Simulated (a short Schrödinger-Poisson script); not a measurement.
## Symmetric double-gate stack, Si3N4 on p-type GaAs

Structure: symmetric double-gate stack, Si3N4 on p-type GaAs, at 400 K.

```
layer  material  thickness (nm)  Na (cm⁻³)
-----  --------  --------------  ---------
1         Si3N4             1.8          -
2          GaAs               6       6e17
3         Si3N4             1.8          -
```

The device is made up for the run: typed textbook-type constants, with dimensions and the other settings drawn at random. Si3N4: permittivity 7.5, conduction-band edge (eV) 1.97, gap (eV) 5.1, electron mass (mₑ) 0.5. GaAs: permittivity 12.9, conduction-band edge (eV) 0, gap (eV) 1.424, Nv at 300 K (cm⁻³) 9e18.

Channel valleys (confinement mass, in-plane density-of-states mass, number): Γ 0.067, 0.067, 1. At the gates, both at one voltage, the conduction-band edge of layer 1 lies 2.21 eV − eVg above the Fermi level of the channel. Gaps are held at their typed values at every temperature. Mesh 0.03 nm at interfaces.

From a short Schrödinger-Poisson script (our own, NumPy): 1D Poisson equation in equilibrium, electrons quantum, Hartree (BenDaniel-Duke, 12 states a valley, the channel's in-plane mass for all, wave functions ending at the dielectric), parabolic valleys, classical holes, full ionisation, no traps, pinning or gate leakage.

```tsv
Vg (V)	electrons (cm⁻²)	C (μF/cm²)	Γ E0 (meV)	Γ E1 (meV)
-0.05	1.68e6	< 0.003	457.0	924.1
0.05	3.06e7	< 0.003	357.0	824.1
0.15	5.57e8	< 0.003	257.0	724.1
0.25	9.99e9	0.0464	157.3	624.4
0.35	1.48e11	0.566	62.0	528.7
0.45	8.73e11	1.71	-13.3	451.4
0.55	2.11e12	2.16	-71.2	390.2
0.65	3.50e12	2.27	-124.1	333.7
0.75	4.92e12	2.29	-175.7	278.4
0.85	6.36e12	2.30	-227.1	223.3
0.95	7.80e12	2.31	-278.4	168.3
```

Subbands count from the Fermi level. The capacitance is that of both gates.

Above a few 1e12 electrons/cm² a light Γ valley is non-parabolic and upper valleys begin to fill, which the model leaves out.
